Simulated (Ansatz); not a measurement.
Consider KI in the rock salt structure (space group Fm-3m, No. 225; a = 7.0056 Å). Axes: x, y, z lie along the cube axes.

Method: PBEsol (Ansatz, an electronic-structure program; PAW; 420 eV plane waves; no spin-orbit coupling).

For the base:

* **Valence-band top at Γ**: 0.00, 0.00, 0.00 eV
* **Gap character**: direct at Γ

The change: a pure shear with ε_xy = ε_yx = 0.0114; the atoms relax in the strained cell.

Task: Predict the new valence-band top at Γ, stress and gap character.

Result: The valence-band top at Γ (three highest levels, from the VBM) becomes 0.00, -0.03, -0.06 eV (base: 0.00, 0.00, 0.00 eV); the stress (xx, yy, zz, yz, xz, xy; compression positive) amounts to (0.01, 0.01, 0.01, 0.00, 0.00, -0.08) GPa; the gap character remains direct at Γ.

With I present, leaving out spin-orbit coupling can change the band edges. Stability against distortions was not tested. k-point labels follow each cell's own Brillouin zone.
